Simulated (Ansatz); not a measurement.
System: RuP2 (Pnnm, No. 58, 6 atoms in the cell; start mp-1413). Method: LDA (Ansatz, a first-principles code, plane waves, PAW).

Settings: plane-wave cutoff 520 eV, 8×6×12 k mesh (along the axes of the cell as run), Fermi–Dirac smearing 0.01 eV, no spin polarisation, scalar-relativistic PAW data made under PBE.

Cell (relaxed with PBEsol):

```yaml
crystal:
  lattice:
    - [5.10291, 0.00000, 0.00000]
    - [0.00000, 5.86872, 0.00000]
    - [0.00000, 0.00000, 2.86206]
  atoms:
    - { symbol: P, position: [0.33753, 0.87183, 0.50000] }
    - { symbol: P, position: [0.66247, 0.12817, 0.50000] }
    - { symbol: P, position: [0.83753, 0.62817, 0.00000] }
    - { symbol: P, position: [0.16247, 0.37183, 0.00000] }
    - { symbol: Ru, position: [0.50000, 0.50000, 0.50000] }
    - { symbol: Ru, position: [0.00000, 0.00000, 0.00000] }
```

Q: Give the computed band gap, smallest direct gap on the k points sampled and direct gap at Γ.

A: 
band gap: 0.46 eV
smallest direct gap on the k points sampled: 1.03 eV
direct gap at Γ: 1.89 eV

Note: cell and atoms aren't relaxed at this level (pressure -3.2 GPa).

Spin–orbit coupling is not included.

Cost on a shared machine: about 40 core-seconds (a rough figure).

A start named mp-… is a Materials Project structure, which need not be a measured phase.
